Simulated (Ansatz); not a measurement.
Ansatz (an electronic-structure program) run on NaInP2O7 (P1, 44 atoms in the cell): self-consistent single point.

Level of theory: PBEsol, default PAW files made with PBE (plane waves; Ansatz).

```yaml
crystal:
  lattice:
    - [7.50030, 0.00000, 0.00000]
    - [0.00000, 8.17740, 0.00000]
    - [-3.70589, 0.00000, 9.11008]
  atoms:
    - { symbol: In, position: [0.74060, 0.99607, 0.25219] }
    - { symbol: In, position: [0.26195, 0.49622, 0.25190] }
    - { symbol: In, position: [0.25828, 0.00246, 0.75231] }
    - { symbol: In, position: [0.75331, 0.50129, 0.75751] }
    - { symbol: P, position: [0.67301, 0.20793, 0.94751] }
    - { symbol: P, position: [0.32479, 0.72647, 0.54284] }
    - { symbol: P, position: [0.32991, 0.78277, 0.04596] }
    - { symbol: P, position: [0.68448, 0.27514, 0.46301] }
    - { symbol: P, position: [0.92334, 0.74345, 0.54013] }
    - { symbol: P, position: [0.07535, 0.24939, 0.95878] }
    - { symbol: P, position: [0.07082, 0.24265, 0.45638] }
    - { symbol: P, position: [0.93105, 0.74278, 0.04321] }
    - { symbol: Na, position: [0.29145, 0.01321, 0.27916] }
    - { symbol: Na, position: [0.71392, 0.52777, 0.21553] }
    - { symbol: Na, position: [0.72269, 0.97915, 0.71800] }
    - { symbol: Na, position: [0.28550, 0.48386, 0.79555] }
    - { symbol: O, position: [0.02595, 0.09060, 0.36604] }
    - { symbol: O, position: [0.97397, 0.58704, 0.11545] }
    - { symbol: O, position: [0.96641, 0.90799, 0.62604] }
    - { symbol: O, position: [0.03015, 0.40871, 0.87460] }
    - { symbol: O, position: [0.81278, 0.77226, 0.37599] }
    - { symbol: O, position: [0.18239, 0.26920, 0.13112] }
    - { symbol: O, position: [0.18234, 0.22761, 0.61905] }
    - { symbol: O, position: [0.82467, 0.72250, 0.87875] }
    - { symbol: O, position: [0.61125, 0.10528, 0.39265] }
    - { symbol: O, position: [0.37097, 0.61365, 0.10807] }
    - { symbol: O, position: [0.38243, 0.89361, 0.60127] }
    - { symbol: O, position: [0.61530, 0.39186, 0.89786] }
    - { symbol: O, position: [0.82770, 0.87819, 0.09726] }
    - { symbol: O, position: [0.18429, 0.37147, 0.40201] }
    - { symbol: O, position: [0.17056, 0.12354, 0.89875] }
    - { symbol: O, position: [0.83539, 0.63806, 0.60628] }
    - { symbol: O, position: [0.54282, 0.09455, 0.85852] }
    - { symbol: O, position: [0.46153, 0.58433, 0.64953] }
    - { symbol: O, position: [0.45830, 0.91287, 0.14870] }
    - { symbol: O, position: [0.53203, 0.40937, 0.34860] }
    - { symbol: O, position: [0.69858, 0.21096, 0.11711] }
    - { symbol: O, position: [0.29196, 0.71373, 0.38819] }
    - { symbol: O, position: [0.29897, 0.78851, 0.88293] }
    - { symbol: O, position: [0.68884, 0.29245, 0.61145] }
    - { symbol: O, position: [0.86355, 0.17640, 0.92744] }
    - { symbol: O, position: [0.12900, 0.67303, 0.55753] }
    - { symbol: O, position: [0.13076, 0.83899, 0.06390] }
    - { symbol: O, position: [0.86669, 0.33264, 0.43495] }
```

Reference input (self-consistent single point, DFT, PBEsol, plane waves, default PAW files made with PBE): basis.ecutwfc = 420 eV; kpoints.mp_grid.grid = 3 2 2; hamiltonian.xc = pbesol; hamiltonian.pseudopotentials = {kind: paw} (the program's default PAW files); scf.occupations.method = gaussian; scf.occupations.width = 0.136 eV. This run's input differs from it in these lines:

Ansatz 0.2 input:
```diff
@@ -51,3 +51,3 @@
 basis:
-  ecutwfc: 420.0 eV
+  ecutwfc: 735.0 eV
 kpoints:
```

Output, abridged:

```
SCF iter   1: F=—  HF=-49651.172899 eV  |F-HF|=—  |Δ(HF+E_count)|=         —  Δρ=1.23e-2  dr2=6.44e-1  ethr=1.77e-3  ⟨swp⟩=7.2  Hψ=7496  notcnv=0  defer=162
all-band conjugate gradients solve this SCF's bands
preconditioner: auto → Resta (q_TF=auto, 2.454 Å⁻¹)
SCF iter   2: F=—  HF=-49650.991290 eV  |F-HF|=—  |Δ(HF+E_count)|=   1.82e-1  Δρ=2.39e-3  dr2=1.99e-2  ethr=2.17e-4  ⟨swp⟩=2.0  Hψ=2404  notcnv=0  defer=319
   [... lines left out ...]
SCF iter   6: F=—  HF=-49650.989393 eV  |F-HF|=—  |Δ(HF+E_count)|=   3.60e-5  Δρ=5.18e-5  dr2=1.50e-5  ethr=4.07e-8  ⟨swp⟩=2.0  Hψ=1997  notcnv=0  defer=319
SCF iter   7: F=—  HF=-49650.989535 eV  |F-HF|=—  |Δ(HF+E_count)|=   1.43e-4  Δρ=2.19e-5  dr2=2.34e-6  ethr=5.05e-9  ⟨swp⟩=2.0  Hψ=2103  notcnv=0  defer=319
SCF iter   8: F=—  HF=-49650.989536 eV  |F-HF|=—  |Δ(HF+E_count)|=   1.28e-6  Δρ=5.97e-6  dr2=2.18e-7  ethr=7.90e-10  ⟨swp⟩=3.0  Hψ=2434  notcnv=0  defer=319
SCF iter   9: F=-49650.989537 eV  HF=-49650.989537 eV  |F-HF|=8.57e-9  |Δ(HF+E_count)|=   1.91e-7  Δρ=3.24e-6  dr2=5.12e-8  ethr=3.38e-11  ⟨swp⟩=18.5  Hψ=9317  notcnv=0
SCF 1 converged in 9 iterations: F = -49650.989537 eV  dr2 = 5.12e-8
Free energy (F): -49650.989537 eV
Internal energy: -49650.989537 eV  (E = F + TS)
E sigma→0 (E₀):  -49650.989537 eV
Fermi energy:    6.319495 eV
--- Forces (eV/Å), atoms counted from 1 ---
  atom   1  In     0.41298652    -0.07812966    -0.28773664
  atom   2  In    -0.63594760    -0.43324773     0.14344581
  atom   3  In    -0.23170409     0.00397161    -1.29138899
  atom   4  In    -1.60042556     0.72550151    -0.26566980
  atom   5  P     -0.13734733     8.29821163     7.52065793
   [... 35 lines left out ...]
  atom  41  O      2.12301226    -1.31388025    -0.17619879
  atom  42  O     -0.61303391    -0.63401563     0.58303809
  atom  43  O     -0.04278552    -0.29920815    -0.10403609
  atom  44  O      1.29210632    -0.01022612     0.25169368
--- Stress (GPa, compression-positive) ---
        4.164769       2.857357      -1.216908
        2.857357       4.737457       1.247008
       -1.216908       1.247009       3.397275
  P = ⅓ Tr σ = 4.0998 GPa (40.998 kbar)
  The stress holds the Pulay correction. Without it, at fixed plane waves, as pw.x and ABINIT print it: P = 4.0921 GPa
```

The run converged in 9 iterations. Against the reference run the free energy goes down by 4.9 meV/atom, the pressure stays at 4.10 GPa, the largest force moves little (11.202 to 11.200 eV/Å) and the gap on the mesh hardly changes (3.706 to 3.707 eV).

The starting cell comes from a database of published, mostly measured structures (it also holds non-ambient and calculated ones), without a prior relaxation at this level. Its atoms were displaced at random from the sites of space group no. 14. Forces in this geometry exceed 1 eV/Å. Ansatz's pressure includes its estimate of the finite-basis (Pulay) stress.

Cost on one core of a shared machine: roughly 4 min.
